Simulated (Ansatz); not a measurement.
**TaSi2: Si → In**

The parent structure is TaSi₂ (space group P6_222, No. 180; a = 4.7760 Å, c = 6.5628 Å).

Modification: In takes the place of Si on all its sites; the structure is relaxed again.

Calculations: r2SCAN/PAW in Ansatz (a first-principles code), spin-orbit coupling left out. k-mesh 10×10×7 (Γ-centred); smearing 0.05 eV (Fermi–Dirac), for the changed cell.

The density rises by 1.80 g/cm³ to 10.91 g/cm³ and the lattice parameter a rises by 0.652 Å to 5.428 Å. The c/a ratio shrinks by 0.021 (1.374 → 1.353) and the space group stays P6_222 (No. 180). The band gap remains zero.

Whether these cells are dynamically stable was not tested. As relaxed here, TaIn2 is a hypothetical phase, not in the database extracts checked. The final runs are not spin-polarised. An odd electron count without spin: TaIn2 and TaSi2. TaIn2 has a high density of states at the Fermi level and may be magnetic at this level.
